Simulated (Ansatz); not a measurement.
**TiAl (P-6m2, No. 187, 2 atoms in the cell; start mp-1217008; a measured phase of this formula has another space group)**

These are r²SCAN (PAW; Ansatz, a program for electronic structure) values and carry that method's errors.

Settings: plane-wave cutoff 560 eV, 24×24×12 k mesh (along the axes of the cell as run), Fermi–Dirac smearing 0.05 eV, no spin polarisation, scalar-relativistic PAW data made under PBE.

Cell (relaxed at this level):

```
AlTi
1.0
    2.86987     0.00000     0.00000
   -1.43493     2.48538     0.00000
    0.00000     0.00000     4.63124
Ti Al
1 1
Direct
  0.00000   0.00000   0.00000
  0.33333   0.66667   0.50000
```

| Property | Value |
|---|---|
| bulk modulus B0 | 113 GPa |

Note: the run has no spin polarisation, so it can have missed a magnetic state; the bulk modulus is −V dP/dV from two relaxed cells at ±2 % in volume; the relaxation could not lower the start's symmetry, so the cell can be a saddle point above a distorted one.

Computed values are for the static lattice.

A start named mp-… is a Materials Project structure, which need not be a measured phase.
